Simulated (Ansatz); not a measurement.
The reference is Au in the fcc (Cu type) structure (space group Fm-3m, No. 225; relaxed with 0.1 eV smearing).

```yaml
crystal:
  lattice:
    - [0.00000, 2.04148, 2.04148]
    - [2.04148, 0.00000, 2.04148]
    - [2.04148, 2.04148, 0.00000]
  atoms:
    - { symbol: Au, position: [0.00000, 0.00000, 0.00000] }
```

Cartesian axes are those of the cell as printed.

All numbers come from PBEsol, PAW, 420 eV (Ansatz, an electronic-structure program; no SOC).

Before the change:

Pressure: 0.0 GPa

One thing is altered: the cell is compressed by 1.00 % along z with no lateral relaxation; the atoms relax in the strained cell.

Task: What happens to the energy relative to the base and pressure?

Result: The energy goes up by 1.1 meV/atom; the pressure (mean of the normal stresses, compression positive) goes from zero to 1.8 GPa.

No phonon test of stability was made.
